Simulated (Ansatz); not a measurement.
## Gd on the Ga site (Gd_Ga) (metastable zinc-blende GaN host)

Method: PBE, PAW (plane waves to 420 eV; Ansatz, a first-principles code). Cell: 64 sites, 2×2×2; final energies on a 2×2×2 shifted mesh. Site at the start: the Ga site. Finite-size correction: monopole term and site-potential alignment. Dielectric constants: PBE linear response of the host. Host gap at this level: 1.54 eV. A cell of this size leaves errors of a few tenths of an eV. PBE underestimates the host's gap, which shifts levels and can delocalise carriers. Spin–orbit coupling is left out, and no Hubbard U is applied to the open shells. Each state is the lowest found from its start.

Formation energies E_f are given with the Fermi level at the valence-band maximum. Chemical conditions: Ga-rich (Δμ(Ga) = 0.00 eV, Δμ(Gd) = -2.33 eV, bounded by GdGa6 (P4/nbm); only phases computed here count, gases as isolated molecules at 0 K); N-rich (Δμ(Ga) = -0.87 eV, Δμ(Gd) = -3.12 eV, bounded by GdN (Fm-3m); only phases computed here count, gases as isolated molecules at 0 K). Reference phases: Ga: alpha gallium, Gd: hcp Gd, ferromagnetic.

| charge | moment (μB) | largest move off a lattice site (Å) | image correction with alignment (eV) | E_f, Ga-rich (eV) | E_f, N-rich (eV) |
|---|---|---|---|---|---|
| +1† | 8.0 | 0.24 | 0.44 | – | – |
| 0 | 7.0 | 0.23 | 0.00 | 1.91 | 1.83 |
| −1† | 6.0 | 0.24 | -0.20 | – | – |

† Not settled in this cell, so no level is given: charge +1: a level filled in part, carriers not clearly localised, level within 0.1 eV of a band edge or past it; charge −1: carriers not clearly localised, level within 0.1 eV of a band edge or past it.

Starting moments that weren't kept: charge +1 began with 6 μB and ended with 8.0.

Flagged in the runs: a doubtful potential alignment.
